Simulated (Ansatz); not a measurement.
**Pressure series in WSe2**

The parent structure is WSe2 in the 2H-MoS2 type structure (space group P6_3/mmc, No. 194; a = 3.279 Å, c = 12.786 Å; layered, stacked along the Cartesian z axis).

Cell and atoms are relaxed at each pressure.

The values are results of PBE-D3(BJ), PAW, 420 eV (Ansatz, a quantum-chemistry and plane-wave program; no spin-orbit coupling), not measurements.

```tsv
case	volume per atom	band gap	c/a ratio
base	19.84 Å³	0.87 eV	3.899
pressure −2 GPa	21.05 Å³	[?]	4.042
pressure −1 GPa	20.31 Å³	0.95 eV	3.949
pressure 3 GPa	18.91 Å³	0.71 eV	3.825
pressure 7 GPa	[?]	0.56 eV	3.783
pressure 15 GPa	[?]	0.33 eV	3.755
pressure 30 GPa	15.61 Å³	zero	3.754
pressure 50 GPa	14.40 Å³	zero	3.771
pressure 75 GPa	13.35 Å³	zero	3.803
pressure 100 GPa	12.59 Å³	zero	3.843
```

**Question.** Some entries are withheld; estimate them.

**Answer.** 
- pressure −2 GPa, band gap: 1.08 eV
- pressure 7 GPa, volume per atom: 18.09 Å³
- pressure 15 GPa, volume per atom: 16.97 Å³

The mesh was chosen for an insulator and is coarse for the gapless case. Spin-orbit coupling, missing from the scalar runs, can matter with W. Load acts through the strain it causes; cell and atoms are relaxed under it. No phonon test of stability was made. No other phases were tried under pressure. The final runs are not spin-polarised. A zero or small gap of WSe2 under pressure 30 GPa and WSe2 under pressure 50 GPa can be the functional's error rather than a property of the material.
